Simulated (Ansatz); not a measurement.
The reference is PbS in the rock salt structure (space group Fm-3m, No. 225).

```
CELL_PARAMETERS angstrom
      0.00000     2.98711     2.98711
      2.98711     0.00000     2.98711
      2.98711     2.98711     0.00000
ATOMIC_POSITIONS crystal
  S  0.00000 0.00000 0.00000
  Pb 0.50000 0.50000 0.50000
```

Cartesian axes are those of the cell as printed.

Computed with r2SCAN/PAW in Ansatz (an electronic-structure program), without spin-orbit coupling.

The change: every lattice vector is shortened by 2.09 %, atoms relaxed at fixed cell.

**Question.** Predict the stress tensor and what it implies for the stiffness.

**Answer.** Stress of the strained cell less that of the base (GPa, compression positive):
```
   4.20    0.00    0.00
   0.00    4.20    0.00
   0.00    0.00    4.20
```

Then B = −ΔP/(ΔV/V₀) with ΔV/V₀ = -0.0614 gives secant stiffness values (nonlinear terms included at this strain): B ≈ 68 GPa.

As a check, the harmonic strain energy −½ V₀ Δσ:ε is 22 meV/atom; the computed energy rise is 20 meV/atom.

Whether these cells are dynamically stable was not tested.
